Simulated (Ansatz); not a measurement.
GaP under load (space group F-43m), r2SCAN with spin-orbit coupling, rigid bands (Ansatz, an electronic-structure program). Condition of this run: hydrostatic pressure of 5.6 GPa (compression positive) (the target of the relaxation). Band gap 1.70 eV, N_c = 3.98e19 cm⁻³ and N_v = 2.09e19 cm⁻³ at 300 K, conductivity masses of 0.338 mₑ (electrons) and 0.452 mₑ (holes). Take k_BT = 0.02585 eV.

Q: What thermal injection velocity √(2k_BT/πm) limits a ballistic channel?

A: 9.25e6 cm/s for electrons and 8.00e6 cm/s for holes, a ratio of √(m_h/m_e) = 1.16, for dilute carriers.

Q: A film of it is 3 nm thick. Estimate the confinement energies in an infinite well.

A: ħ²π²/(2m t²) = 0.376 eV·nm²/(m/mₑ × t²) gives 124 meV for electrons and 92.4 meV for holes, so the gap would widen to about 1.92 eV. Finite barriers and nonparabolic bands lower this, and with several valleys or bands the heaviest mass along the normal sets the lowest level, not this average.

Q: Find the intrinsic carrier density and the intrinsic Fermi level.

A: n_i = √(N_c N_v) exp(−E_g/2k_BT) = 2.88e19 × exp(−32.88) = 1.5e5 cm⁻³. The level lies (k_BT/2) ln(N_v/N_c) = -8 meV from mid-gap (positive towards the conduction band). Each 0.1 eV added to the gap lowers n_i by a factor of 6.9.

Rigid bands with the computed gap; masses take one relaxation time for all states. Geometry: cell and atoms relaxed with PBEsol.
